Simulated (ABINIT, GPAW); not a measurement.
A GPAW input for a self-consistent single point of ZrSe (P-6m2, 2 atoms in the cell) (DFT PBEsol, plane waves, GPAW PAW datasets PBEsol (made by gpaw-setup)):

```python
from ase import Atoms
from ase.units import GPa
from gpaw import GPAW, PW, FermiDirac

atoms = Atoms(['Zr', 'Se'],
              cell=[[3.537242, 0.000000, 0.000000],
                    [-1.768621, 3.063342, 0.000000],
                    [0.000000, 0.000000, 3.587845]],
              scaled_positions=[[0.000000, 0.000000, 0.000000],
                                [0.333333, 0.666667, 0.500000]],
              pbc=True)

calc = GPAW(mode=PW(600),
            xc='PBEsol',
            kpts={'size': (7, 7, 6), 'gamma': True},
            occupations=FermiDirac(0.136),
            nbands=-6,
            symmetry={'symmorphic': False, 'tolerance': 0.0005},
            maxiter=120,
            txt='-')

atoms.calc = calc

energy = atoms.get_potential_energy()
print('Energy (eV):', round(energy, 6))
forces = atoms.get_forces()
print('Forces (eV/Ang):')
print(forces.round(5))
stress = atoms.get_stress()
print('Stress (GPa, Voigt):', (stress / GPa).round(4))
```

Problem. Write the same calculation as an input for ABINIT.

Solution. One input that does it (others would too):

```
# ZrSe, PseudoDojo nc-sr-04 PBEsol standard
pp_dirpath "./"
pseudos "Zr.upf, Se.upf"
acell 3*1.0
rprim
         6.6844192370   -0.0000001440    0.0000000000
        -3.3422094938    5.7888769407    0.0000000000
         0.0000000000    0.0000000000    6.7800444276
natom 2
ntypat 2
znucl 40 34
typat 1 2
xcart
         0.0000000000    0.0000000000    0.0000000000
         0.0000000831    3.8592512458    3.3900222138
ecut 43
occopt 3
tsmear 0.136 eV
nband 19
kptopt 1
ngkpt 7 7 6
nshiftk 1
shiftk 0 0 0
nstep 100
tolvrs 1.0e-11
prtwf 0
prtden 0
enunit 2
```

Basis, cutoffs, solver keys and any potentials are the target program's own. This input uses DFT, PBEsol, plane waves, norm-conserving pseudopotentials (PseudoDojo nc-sr-04 PBEsol standard). Both were run: pressure -0.36 GPa in GPAW and 0.05 in ABINIT.

On GPAW: the starting cell comes from a database of computed structures (which also holds hypothetical and non-ambient phases and stackings), without a prior relaxation at this level. Its lattice was rescaled by a random factor within 2.5 % of one. For this run, on top of that: lattice scaled by 0.98.

On ABINIT: the starting cell comes from a database of computed structures (which also holds hypothetical and non-ambient phases and stackings), without a prior relaxation at this level. Its lattice was rescaled by a random factor within 2.5 % of one. For this run, on top of that: lattice scaled by 0.98.
